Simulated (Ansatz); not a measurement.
The starting structures come from a database of crystals and need not be the phases stable at ambient conditions.

Tunnelling through a barrier is set by its complex band structure: the current falls as exp(−2κd) with the smallest κ.

Data:

```yaml
crystal:
  lattice:
    - [4.45539, 0.00000, 0.00000]
    - [-2.22769, 3.85848, 0.00000]
    - [0.00000, 0.00000, 6.21667]
  atoms:
    - { symbol: Ba, position: [0.33333, 0.66667, 0.25000] }
    - { symbol: Ba, position: [0.66667, 0.33333, 0.75000] }
    - { symbol: F, position: [0.00000, 0.00000, 0.50000] }
    - { symbol: F, position: [0.00000, 0.00000, 0.00000] }
    - { symbol: F, position: [0.66667, 0.33333, 0.25000] }
    - { symbol: F, position: [0.33333, 0.66667, 0.75000] }
```

Space group of this cell: P6_3/mmc. The cell is taken as given; by r2SCAN its mean pressure is -3.1 GPa.

Transport runs along the normal of the first two printed cell vectors, the (001) plane of the conventional cell.

The gap is the functional's own, uncorrected, and κ follows it; spin-orbit coupling is left out. Mid-gap values are interpolated between the computed energies.

Task: Compute, with r2SCAN run with Ansatz (a quantum-chemistry and plane-wave program), the band gap and the smallest decay constant κ at mid-gap.

Result: Gap 6.67 eV on a 12×12×6 mesh; κ = 0.439 1/Å, at the zone centre.
